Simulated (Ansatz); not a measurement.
The starting structures come from a database of crystals and need not be the phases stable at ambient conditions.

The decay constant κ of evanescent states in the gap governs leakage through a thin film.

Here is the system:

```
RbH2N
1.0
    3.94726     0.00000     0.00000
    0.00000     6.41216     0.00000
    0.00000     0.75070     4.78259
Rb H N
2 4 2
Direct
  0.75000   0.69859   0.20399
  0.25000   0.30141   0.79601
  0.54971   0.13050   0.33637
  0.45029   0.86950   0.66363
  0.04971   0.86950   0.66363
  0.95029   0.13050   0.33637
  0.75000   0.23190   0.28967
  0.25000   0.76810   0.71033
```

Space group of this cell: P2_1/m. The cell is taken as given.

Transport runs along the normal of the first two printed cell vectors.

The gap is the functional's own, uncorrected, and κ follows it; spin-orbit coupling is left out. Mid-gap values are interpolated between the computed energies.

Problem. Predict the band gap and the smallest decay constant κ at mid-gap from r2SCAN in Ansatz (a quantum-chemistry and plane-wave program).

Solution. Gap 2.57 eV on a 8×6×6 mesh; κ = 0.270 1/Å, at the zone centre.
